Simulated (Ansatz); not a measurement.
Results of LDA (Ansatz, a quantum-chemistry and plane-wave program, plane waves, PAW) for Cu3Sn (P6₃/mmc, No. 194; cell taken from a computed entry).

Settings: plane-wave cutoff 500 eV, 12×12×14 k mesh (along the axes of the cell as run), Fermi–Dirac smearing 0.1 eV, no spin polarisation, scalar-relativistic PAW data made under PBE.

Computed at the level's own relaxed cell.

Give the computed equilibrium volume per atom, equilibrium lattice constant a and c axis length.


* **equilibrium volume per atom**: 13.36 Å³/atom
* **equilibrium lattice constant a**: 5.431 Å
* **c axis length**: 4.184 Å

The run finds no gap.

Note: the relaxation could not lower the start's symmetry, so the cell can be a saddle point above a distorted one.

Spin–orbit coupling is not included.

It cost about 9 core-minutes (a rough figure) of CPU time.
